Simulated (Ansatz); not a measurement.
Response to strain in hypothetical P4_2/mnm WTe2

Consider WTe2 (space group P4_2/mnm, No. 136; a = 6.5963 Å, c = 3.5775 Å; a hypothetical phase, not in the database extracts checked). Axes: x, y, z lie along a, b, c of the conventional cell.

Strains are applied to the cell and any free atomic positions relax; under biaxial strain the out-of-plane vector relaxes too.

Method: Kohn–Sham DFT with the PBEsol functional, run in Ansatz (an electronic-structure program) with PAW and 420 eV plane waves, no SOC, earlier PAW set.

Notes on the quantities. pressure: mean of the normal stresses, compression positive.

```json
[
 {"change": "base", "shortest interatomic distance": "265.9 pm", "pressure": "0.0 GPa", "space group": "P4_2/mnm (No. 136)"},
 {"change": "biaxial strain −0.83 %, plane normal [001], relaxed out of plane", "shortest interatomic distance": "264.7 pm", "pressure": "0.8 GPa", "space group": "P4_2/mnm (No. 136)"},
 {"change": "biaxial strain +1.49 %, plane normal [001], relaxed out of plane", "shortest interatomic distance": "268.1 pm", "pressure": "-1.5 GPa", "space group": "P4_2/mnm (No. 136)"},
 {"change": "uniaxial strain ε_zz = −0.71 %", "shortest interatomic distance": "265.2 pm", "pressure": "0.6 GPa", "space group": "P4_2/mnm (No. 136)"},
 {"change": "uniaxial strain ε_zz = +2.68 %", "shortest interatomic distance": "268.1 pm", "pressure": "-2.1 GPa", "space group": "P4_2/mnm (No. 136)"},
 {"change": "tensor shear ε_xy = +2.64 %", "shortest interatomic distance": "259.4 pm", "pressure": "0.5 GPa", "space group": "Cmmm (No. 65)"},
 {"change": "tensor shear ε_yz = +1.95 %", "shortest interatomic distance": "272.0 pm", "pressure": "-6.4 GPa", "space group": "P2_1/c (No. 14)"}
]
```

Without a gap, meshes like the base's 7×7×13 leave anisotropic stresses uncertain by several tenths of a GPa, and small strain energies with them. Stability against distortions was not tested. The final runs are not spin-polarised. Under tensor shear ε_yz = +1.95 % the cell ends below the base's energy or with stress of the wrong sign: the atoms slid into a distortion or the cell is elastically unstable, so the base is not a stable minimum at this level. WTe2 has a high density of states at the Fermi level and may be magnetic at this level.
